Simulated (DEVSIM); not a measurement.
Structure: abrupt Ge p-n junction, at 300 K.

```csv
layer (left to right),material,thickness (μm),Nd (cm⁻³),Na (cm⁻³),τn (s),τp (s)
1,Ge,1.20,-,1.1e18,9.5e-7,9.5e-7
2,Ge,240,5.4e15,-,9.5e-7,9.5e-7
```

Left contact: ohmic. Right contact: ohmic. Voltage is applied to the left contact. Recombination: SRH at mid-gap, radiative, Auger. Mobility is constant in doping.

Constants are typed, rounded textbook-type inputs, not results; the design itself was drawn at random and stands for no fabricated device. Values at 300 K.

| parameter | Ge |
|---|---|
| gap (eV) | 0.664 |
| affinity (eV) | 4 |
| permittivity | 16 |
| Nc (cm⁻³) | 1.04e19 |
| Nv (cm⁻³) | 6e18 |
| μn (cm²/Vs) | 3900 |
| μp (cm²/Vs) | 1900 |
| B (cm³/s) | 6.4e-14 |
| Cn (cm⁶/s) | 1e-31 |
| Cp (cm⁶/s) | 1e-31 |

DEVSIM, 1D drift-diffusion, Boltzmann statistics, complete ionisation; no tunnelling, impact ionisation, image-force lowering or self-heating.

Tabulate band edges, carrier densities and field at 0.65 V on the left contact.

Energies count from the Fermi level of the right contact; mesh points crowd at the junctions.

| x (μm) | Ec (eV) | Ev (eV) | n (cm⁻³) | p (cm⁻³) | field (V/cm) |
|---|---|---|---|---|---|
| 0.000 | -0.030 | -0.694 | 4.0e8 | 1.1e18 | ≈ 0 |
| 0.04161 | -0.030 | -0.694 | 2.2e13 | 1.1e18 | ≈ 0 |
| 0.1594 | -0.030 | -0.694 | 8.6e13 | 1.1e18 | ≈ 0 |
| 0.4659 | -0.030 | -0.694 | 2.5e14 | 1.1e18 | ≈ 0 |
| 1.008 | -0.030 | -0.694 | 5.4e14 | 1.1e18 | ≈ 0 |
| 1.143 | -0.030 | -0.694 | 6.1e14 | 1.1e18 | ≈ 0 |
| 1.196 | -0.040 | -0.704 | 9.6e14 | 7.3e17 | -22000 |
| 1.254 | -0.124 | -0.788 | 2.5e16 | 2.9e16 | -2300 |
| 1.393 | -0.129 | -0.793 | 2.9e16 | 2.4e16 | ≈ 0 |
| 1.779 | -0.128 | -0.792 | 2.9e16 | 2.4e16 | ≈ 0 |
| 2.920 | -0.128 | -0.792 | 2.9e16 | 2.4e16 | ≈ 0 |
| 8.160 | -0.124 | -0.788 | 2.8e16 | 2.3e16 | ≈ 0 |
| 20.55 | -0.116 | -0.780 | 2.6e16 | 2.1e16 | ≈ 0 |
| 54.92 | -0.089 | -0.753 | 2.2e16 | 1.6e16 | ≈ 0 |
| 173.4 | 0.048 | -0.616 | 1.3e16 | 7.2e15 | 15 |
| 217.8 | 0.126 | -0.538 | 9.6e15 | 4.2e15 | 22 |
| 232.8 | 0.163 | -0.501 | 7.6e15 | 2.2e15 | 30 |
| 238.3 | 0.182 | -0.482 | 6.4e15 | 1.0e15 | 40 |
| 240.5 | 0.192 | -0.472 | 5.7e15 | 3.0e14 | 49 |
| 241.0 | 0.194 | -0.470 | 5.5e15 | 1.0e14 | 52 |
| 241.1 | 0.195 | -0.469 | 5.4e15 | 3.1e13 | 54 |
| 241.2 | 0.196 | -0.468 | 5.4e15 | 8.1e10 | 54 |
